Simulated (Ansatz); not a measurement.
The parent structure is WS2 (space group P6_3/mmc, No. 194; a = 3.115 Å, c = 11.772 Å; layered, stacked along the Cartesian z axis).

Calculations: plane-wave PAW DFT at the PBEsol-D3(BJ) level (Ansatz, an electronic-structure program, 420 eV), spin-orbit coupling left out.

Base values:

Lattice parameter a: 3.115 Å

Perturbation: cell and atoms relaxed at a pressure of 1.5 GPa.

Problem. What does the calculation give for the mean gap deformation potential ΔEg/Δln V and lattice parameter a after the change?

Solution. The mean gap deformation potential ΔEg/Δln V comes out as +4.4 eV; the lattice parameter a drops by 0.012 Å to 3.103 Å.

With W present, leaving out spin-orbit coupling can change the band edges. Load acts through the strain it causes; cell and atoms are relaxed under it. Stability against distortions was not tested.
